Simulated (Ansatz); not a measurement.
OH on the 1x1 (101) surface of tetragonal HfO2 (a metastable polymorph) (cut with top plane O), one in a 1x1 cell, energies for each (23.0 Å²). Energies are against H2O(g) − ½ H2(g), without zero-point or thermal terms; each row is named by its start (#2, #3: further inequivalent places of a kind). No converged result for: 3 more starts.

Host crystal: tetragonal HfO2, with a band gap (PBE, scalar-relativistic without spin-orbit coupling).

Method: PBE (plane waves to 420 eV, PAW; Ansatz, a program for electronic structure).

Slab: 20 atoms, 7.6 Å thick at the start under the adsorbate (thin: gaps and levels are the slab's own); k 6x3x1, smearing 0.01 eV, dipole-corrected; 8 atoms held, the rest relaxed; each run with such symmetry as its start has; spin-polarised, no spin-orbit, no U, no dispersion correction.

A negative adsorption energy means that the adsorbate is more stable on the surface than in its reference. Starts that drift may end in the same place. Heights count from the host atoms within 0.3 Å of the top one.

| starting site | E_ads (eV) | height (Å) | nearest host atom (Å) | bonded to | change of the vacuum step (eV) | lateral drift (Å) | moment (μB) |
|---|---|---|---|---|---|---|---|
| top O | 1.81 | 1.39 | Hf 2.13 | Hf | -0.28 | 1.6 | 1.0 |
| top O #2 | 1.53 | 1.15 | Hf 2.12 | Hf | 0.05 | 1.6 | 1.0 |
| top Hf | 1.81 | 1.39 | Hf 2.13 | Hf | -0.27 | 0.3 | 1.0 |
| over Hf at depth 1.0 Å | 1.56 | 1.43 | Hf 2.07 | Hf | -0.20 | 0.4 | 1.0 |
| over O at depth 1.5 Å | 1.48 | 1.02 | Hf 2.11 | Hf | -0.45 | 1.4 | 1.0 |
| hollow beside Hf | 1.81 | 1.39 | Hf 2.13 | Hf | -0.28 | 1.0 | 1.0 |
